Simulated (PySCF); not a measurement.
PySCF 2.14.0, PBE0/def2-svp, df: Y(Br)2(OMe) (C[O][Y]([Br])[Br]), 8 atoms. The geometry is a generated start, not checked to be a minimum at this level.

- task: energy
- method: pbe0
- basis: def2-svp
- two-electron scheme: density fitting
- mol.max_memory: 3000 MB
- mf.max_cycle: 100
- mf.init_guess: minao (default)
- mf.DIIS: CDIIS (default)
- mf.diis_space: 8 (default)
- mf.conv_tol: 1e-09 (default)
- mf.grids.level: 3 (default)
- effective core potentials: those of the basis set, past Kr
- basis functions: 138
- grid points: 120352

```xyz
8

Y     -0.6265     0.4881     1.5946
Br     0.6342    -0.8402     3.3527
Br     1.2361     2.1427     1.0754
O     -0.3937    -0.6146     0.1051
C     -0.2486    -0.3433    -1.2508
H      0.5065    -1.0225    -1.6681
H     -1.1982    -0.5029    -1.7852
H      0.0903     0.6927    -1.4236
```

Charge 0 and multiplicity 1 are set for this test and not shown to be the ground state.

One run each on 2 threads, 1 BLAS thread. Values of level_shift (Hartree) tried: 0 (default), 0.1, 0.3, 1.

Question: Which value of level_shift (Hartree) needs the fewest Fock builds, and what happens away from it?

Answer: Fewest Fock builds, within one of each other: 0 (default) with 14, 0.1 with 14. The count rises to 43 at 1. All converge to one solution.

```csv
level_shift (Hartree),Fock builds,end
0 (default),14,same solution
0.1,14,same solution
0.3,19,same solution
1,43,same solution
```
